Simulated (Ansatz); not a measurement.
Given:

```
Ge
1.0
    0.00000     2.83720     2.86557
    2.83720     0.00000     2.86557
    2.83720     2.83720     0.00000
Ge
2
Direct
  0.00000   0.00000   0.00000
  0.25000   0.25000   0.25000
```

No spin polarisation.

Level of theory: r2SCAN (Ansatz, a program for electronic structure; PAW; 500 eV plane waves; without spin-orbit coupling). k-mesh 10×10×10 (Γ-centred); smearing 0.05 eV (Fermi–Dirac).

Question: Estimate the gap character.

Answer: Direct at Γ.

Question: Estimate the valence-band top at Γ (three highest levels, from the VBM).

Answer: 0.00, 0.00, -0.08 eV.

Question: What is the computed stress (xx, yy, zz, yz, xz, xy; compression positive)?

Answer: (-0.40, -0.40, -1.23, 0.00, 0.00, 0.00) GPa.

The cells carry an imposed strain or load. No phonon test of stability was made. The cell was made from Ge in the diamond structure (space group Fd-3m, No. 227) by this change: uniaxial strain ε_zz = +1.00 %. The zero or small gap of Ge under uniaxial strain ε_zz = +1.00 % can change with the level of theory.
